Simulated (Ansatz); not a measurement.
Tl3AsS4 (Pnma, No. 62) was calculated with r²SCAN in Ansatz (plane waves, PAW).

Run with plane-wave cutoff 560 eV, 4×4×4 k mesh, Fermi–Dirac smearing 0.01 eV, scalar-relativistic PAW data made under PBE.

Cell (measured lattice):

```
CELL_PARAMETERS angstrom
      8.89400     0.00000     0.00000
      0.00000    10.85500     0.00000
      0.00000     0.00000     9.07900
ATOMIC_POSITIONS crystal
  Tl 0.06120 0.04940 0.19580
  Tl 0.43880 0.95060 0.69580
  Tl 0.56120 0.45060 0.30420
  Tl 0.93880 0.54940 0.80420
  Tl 0.93880 0.95060 0.80420
  Tl 0.56120 0.04940 0.30420
  Tl 0.43880 0.54940 0.69580
  Tl 0.06120 0.45060 0.19580
  Tl 0.38370 0.25000 0.89060
  Tl 0.11630 0.75000 0.39060
  Tl 0.88370 0.25000 0.60940
  Tl 0.61630 0.75000 0.10940
  As 0.28070 0.25000 0.47440
  As 0.21930 0.75000 0.97440
  As 0.78070 0.25000 0.02560
  As 0.71930 0.75000 0.52560
  S  0.30600 0.25000 0.23380
  S  0.19400 0.75000 0.73380
  S  0.80600 0.25000 0.26620
  S  0.69400 0.75000 0.76620
  S  0.00400 0.25000 0.93200
  S  0.49600 0.75000 0.43200
  S  0.50400 0.25000 0.56800
  S  0.99600 0.75000 0.06800
  S  0.15570 0.08690 0.53540
  S  0.34430 0.91310 0.03540
  S  0.65570 0.41310 0.96460
  S  0.84430 0.58690 0.46460
  S  0.84430 0.91310 0.46460
  S  0.65570 0.08690 0.96460
  S  0.34430 0.58690 0.03540
  S  0.15570 0.41310 0.53540
```

Estimate the band gap, smallest direct gap on the k points sampled and Γ–Γ gap that the calculation returns.


* **band gap**: 1.79 eV
* **smallest direct gap on the k points sampled**: 1.83 eV
* **Γ–Γ gap**: 1.88 eV

Measured, for comparison: band gap 2.06 ± 0.1 eV (temperature not stated, no zero-point or thermal correction, crystals; values from its Ref. 18; as tabulated in Spesyvykh et al. (2024), doi:10.15330/pcss.25.4.795-800).

Note: cell and atoms aren't relaxed at this level (largest force component 0.15 eV/Å, pressure 0.9 GPa).

Spin–orbit coupling is not included; with these elements it can move the gap by several tenths of an eV or more.

Ansatz is an electronic-structure program.
